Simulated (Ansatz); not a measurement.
An Ansatz (a first-principles code) input (plane-wave PAW DFT at the PBE level (Ansatz, 420 eV), no spin-orbit coupling):

Ansatz 0.2 input:
```yaml
crystal:
  lattice:
    - [0, 2.7374757525, 2.7374757525]
    - [2.7374757525, 0, 2.7374757525]
    - [2.7374757525, 2.7374757525, 0]
  atoms:
    - { symbol: K, position: [0, 0, 0] }
    - { symbol: F, position: [0.5, 0.5, 0.5] }
basis: { ecutwfc: 420, ecutrho_ratio: 4, xc_grid: 2, fft_grid_basis: typed }
kpoints: { mp_grid: { grid: [11, 11, 11] } }
hamiltonian:
  xc: pbe
  dispersion: none
  pseudopotentials: { kind: paw }
scf: { occupations: { method: fermi_dirac, width: 0.05 }, convergence: { dr2_threshold: 0.0000000002 } }
relax: { f_tol: 0.005, max_steps: 50 }
output: { forces: true, stress: true }
checkpoint: { write: state.ck, write_every: 1000 }
```

Task: Which symmetry and how many k-points will the program report, and about how many plane waves at Γ?

Result: Space group Fm-3m (ITA 225) with 48 operations, k-points 56 of 1331, and 821 plane waves at Γ.

Task: And the final pressure?

Result: -0.80 GPa (compression positive).

The cells carry an imposed strain or load. Whether these cells are dynamically stable was not tested. The cell was made from KF in the rock salt structure (space group Fm-3m, No. 225) by this change: isotropic strain +1.00 %.
